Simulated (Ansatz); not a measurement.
System: Cu-vacancy pair (Cu on one host Ti site, one Ti site vacant) in rock-salt TiC (neutral cell). Computed with PBE, PAW (plane waves to 420 eV; Ansatz, a first-principles code).

64-site cell at the relaxed PBE lattice, a 3×3×3 k-point mesh shifted by half a step, smearing 0.10 eV, spin-restricted, no finite-size correction. Static, classical nuclei. Forms of the defect that were not tried may lie lower.

Barriers: single points on a 4×4×4 k-point mesh shifted by half a step at the bands' geometries.

A. a nearby Ti atom hops onto the vacant site (Cu-vacancy distance between ideal sites 3.06 Å throughout); the atom moves 3.00 Å along (-0.49, 0.49, 0.00) of the unit cell; the moving atom starts with neighbours 3 C at 2.14, C at 2.17, C at 2.18, C at 2.19 Å and ends with 3 C at 2.14, C at 2.17, C at 2.18, C at 2.19 Å; the start lies 0.41 eV above the lowest site run; saddle order not checked, on a symmetry element.
B. a nearby Ti atom hops onto the vacant site (Cu-vacancy distance between ideal sites 3.06 → 4.33 Å); the atom moves 3.00 Å along (0.00, -0.49, 0.49) of the unit cell; the moving atom starts with neighbours C at 2.11, 3 C at 2.16, 2 C at 2.18 Å and ends with C at 2.14, 3 C at 2.15, C at 2.18, C at 2.19 Å; the start lies 0.41 eV above the lowest site run; saddle order not checked, on a symmetry element.
C. direct exchange of Cu with the vacancy (Cu-vacancy distance between ideal sites 3.06 Å throughout); the atom moves 2.87 Å along (0.00, 0.47, 0.47) of the unit cell; the moving atom starts with neighbours 2 C at 2.13, 2 C at 2.18, 2 C at 2.26 Å and ends with 2 C at 2.13, 2 C at 2.18, 2 C at 2.26 Å; the start lies 0.41 eV above the lowest site run; saddle order not checked, on a symmetry element.

A band can be held on a symmetry element, so unchecked saddle points there may be too high.

Problem. Order them by forward barrier (lowest first) at the level PBE, PAW.

Solution. C (1.27 eV), A (4.18 eV), B (4.61 eV)
